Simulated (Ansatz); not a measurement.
Ge (model structure, I-43m, No. 217, 23 atoms in the cell), treated with PBEsol in Ansatz (plane waves, PAW).

Numerical settings: plane-wave cutoff 520 eV, 6×6×6 k mesh, Fermi–Dirac smearing 0.01 eV, scalar-relativistic PAW data made under PBE.

Cell (relaxed at this level):

```yaml
crystal:
  lattice:
    - [-5.23945, 5.23945, 5.23945]
    - [5.23945, -5.23945, 5.23945]
    - [5.23945, 5.23945, -5.23945]
  atoms:
    - { symbol: Ge, position: [0.00000, 0.00000, 0.00000] }
    - { symbol: Ge, position: [0.27082, 0.27082, 0.27082] }
    - { symbol: Ge, position: [0.00000, 0.00000, 0.72918] }
    - { symbol: Ge, position: [0.00000, 0.72918, 0.00000] }
    - { symbol: Ge, position: [0.72918, 0.00000, 0.00000] }
    - { symbol: Ge, position: [0.50000, 0.25000, 0.75000] }
    - { symbol: Ge, position: [0.50000, 0.75000, 0.25000] }
    - { symbol: Ge, position: [0.75000, 0.50000, 0.25000] }
    - { symbol: Ge, position: [0.25000, 0.50000, 0.75000] }
    - { symbol: Ge, position: [0.25000, 0.75000, 0.50000] }
    - { symbol: Ge, position: [0.75000, 0.25000, 0.50000] }
    - { symbol: Ge, position: [0.44051, 0.44051, 0.16906] }
    - { symbol: Ge, position: [0.27145, 0.27145, 0.83094] }
    - { symbol: Ge, position: [0.72855, 0.55949, 0.00000] }
    - { symbol: Ge, position: [0.55949, 0.72855, 0.00000] }
    - { symbol: Ge, position: [0.16906, 0.44051, 0.44051] }
    - { symbol: Ge, position: [0.83094, 0.27145, 0.27145] }
    - { symbol: Ge, position: [0.00000, 0.72855, 0.55949] }
    - { symbol: Ge, position: [0.00000, 0.55949, 0.72855] }
    - { symbol: Ge, position: [0.44051, 0.16906, 0.44051] }
    - { symbol: Ge, position: [0.27145, 0.83094, 0.27145] }
    - { symbol: Ge, position: [0.55949, 0.00000, 0.72855] }
    - { symbol: Ge, position: [0.72855, 0.00000, 0.55949] }
```

Question: Give the computed band gap, smallest direct gap on the k points sampled and direct gap at Γ.

Answer: 
* **band gap**: 0.95 eV (indirect)
* **smallest direct gap on the k points sampled**: 1.06 eV
* **direct gap at Γ**: 1.57 eV

Note: the relaxation could raise the start's symmetry but not lower it, so the cell can be a saddle point.

Spin–orbit coupling is not included.

Static lattice: no zero-point or thermal effects.

A model structure was made by putting elements into a prototype or built by hand; it is no filed structure, need not be a known phase, and can be a saddle point held by its symmetry.

Ansatz is a program for electronic structure.
